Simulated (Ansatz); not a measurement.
Al2O3 under a change: uniaxial strain ε_xx = +2.25 %

The parent structure is Al2O3 in the corundum structure (space group R-3c, No. 167; a = 4.774 Å, c = 13.015 Å (hexagonal axes)). Axes: x lies along a and z along c of the hexagonal cell.

The change: uniaxial strain ε_xx = +2.25 %, all other strain components held at zero, atoms relaxed at fixed cell.

Level of theory: PBEsol (Ansatz, a first-principles code, PAW, spin-orbit coupling left out). k-mesh 8×8×8 (Γ-centred); smearing 0.05 eV (Fermi–Dirac).

The space group changes from R-3c (No. 167) to C2/c (No. 15) and the shortest interatomic distance increases by 0.007 Å, from 1.861 Å to 1.868 Å. The energy rises by 6.1 meV/atom and the band gap falls by 0.37 eV (6.03 eV → 5.66 eV). The gap character is still direct at Γ and the electron mass goes from 0.40 mₑ along c, 0.37 mₑ across (at Γ) to 0.39 mₑ along z, 0.36 mₑ across (at Γ). The valence-band top at Γ (three highest levels, from the VBM) changes from 0.00, -0.04, -0.04 eV to 0.00, -0.07, -0.19 eV and the stress (xx, yy, zz, yz, xz, xy; compression positive) comes out as (-9.95, -3.23, -2.41, -0.39, 0.00, 0.00) GPa.

Final structure:

```xyz
10
Lattice="2.4406 1.3781 4.3382 -2.4406 1.3781 4.3382 0.0000 -2.7561 4.3382" Properties=species:S:1:pos:R:3 pbc="T T T"
Al     0.0032     0.0076     8.4272
Al    -0.0032     0.0076     1.9199
Al    -0.0032    -0.0076     4.5875
Al     0.0032    -0.0076    11.0948
O      0.7420     1.4909     5.4273
O     -1.6986    -0.1129     5.4183
O     -0.7420    -1.4909     7.5874
O     -0.9525     1.3781     7.5919
O      1.6986     0.1129     7.5964
O      0.9525    -1.3781     5.4228
```

Cost of the whole job for the changed cell (relaxation, final SCF and bands): very roughly 2.1 core-minutes.

Masses are band curvatures over ±0.01 Å⁻¹ around the edge. Whether these cells are dynamically stable was not tested. Labels are those of the standard path for the cell's own space group.
